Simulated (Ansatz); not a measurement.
Take InAs in the zinc blende structure (space group F-43m, No. 216; a = 6.0261 Å) as the base. Axes: x, y, z lie along the cube axes.

All numbers come from LDA in Ansatz (plane waves to 420 eV, PAW, no SOC).

Base values:

- Pressure = 0.0 GPa
- Volume per atom = 27.35 Å³

One thing is altered: biaxial strain +1.00 %, plane normal [001], relaxed out of plane (Cartesian); in-plane vectors clamped, the third vector and the atoms free.

Estimate the effect on the energy relative to the base.

The energy rises by 1.3 meV/atom.

What happens to the pressure?

The pressure (mean of the normal stresses, compression positive) goes from zero to -0.5 GPa.

What does the calculation give for the volume per atom after the change?

The volume per atom grows by 0.23 Å³ to 27.58 Å³.

Whether these cells are dynamically stable was not tested. The final runs are not spin-polarised.

Ansatz is a first-principles code.
